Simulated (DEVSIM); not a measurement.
## Si p+/n-/n+ power diode

Structure: Si p+/n-/n+ power diode, at 300 K.

| layer (left to right) | material | thickness (μm) | Nd (cm⁻³) | Na (cm⁻³) | τn (s) | τp (s) |
|---|---|---|---|---|---|---|
| 1 | Si | 1.90 | - | 3.4e18 | 8.2e-7 | 8.2e-7 |
| 2 | Si | 40.0 | 5.8e14 | - | 8.2e-7 | 8.2e-7 |
| 3 | Si | 8.00 | 2.4e18 | - | 8.2e-7 | 8.2e-7 |

Left contact: ohmic. Right contact: ohmic. Voltage is applied to the left contact. Recombination: SRH at mid-gap, radiative, Auger. Mobility is μmin + (μ − μmin)/(1 + (N/Nref)^α).

This is a model device: material constants are rounded textbook-type values typed into the input, and sizes, dopings and lifetimes were drawn at random. Values at 300 K.

```tsv
parameter	Si
gap (eV)	1.124
affinity (eV)	4.05
permittivity	11.7
Nc (cm⁻³)	2.86e19
Nv (cm⁻³)	3.1e19
μn (cm²/Vs)	1417
μp (cm²/Vs)	470
μn,min	52
μp,min	45
Nref,n	9.7e16
Nref,p	2.2e17
αn	0.68
αp	0.72
B (cm³/s)	4.7e-15
Cn (cm⁶/s)	2.8e-31
Cp (cm⁶/s)	9.9e-32
```

DEVSIM, 1D drift-diffusion, Boltzmann statistics, complete ionisation; no tunnelling, impact ionisation, image-force lowering or self-heating.

```json
{
  "potential_step_across_the_device_at_zero_bias": "1.003 V",
  "Dark forward voltage at 1 A/cm²": "0.649 V",
  "Dark forward voltage at 100 A/cm²": "0.866 V"
}
```

Dark forward current:

```tsv
V (V)	J (A/cm²)
0.05	2.5e-8
0.10	9.4e-8
0.15	3.0e-7
0.20	1.0e-6
0.25	4.0e-6
0.30	1.8e-5
0.35	1.0e-4
0.40	0.00061
0.45	0.0039
0.50	0.024
0.55	0.11
0.60	0.37
0.65	1.0
0.70	2.7
0.75	7.5
0.80	22
0.85	68
0.90	230
0.95	780
1.00	2000
```

Small-signal capacitance in reverse bias (quasi-static):

| V (V) | C (nF/cm²) |
|---|---|
| -4 | 3.22 |
| -10 | 2.12 |
| -20 | 1.53 |
| -30 | 1.25 |
| -40 | 1.09 |
| -60 | 0.892 |
| -80 | 0.772 |
| -100 | 0.687 |
| -130 | 0.606 |
| -160 | 0.548 |
| -200 | 0.493 |
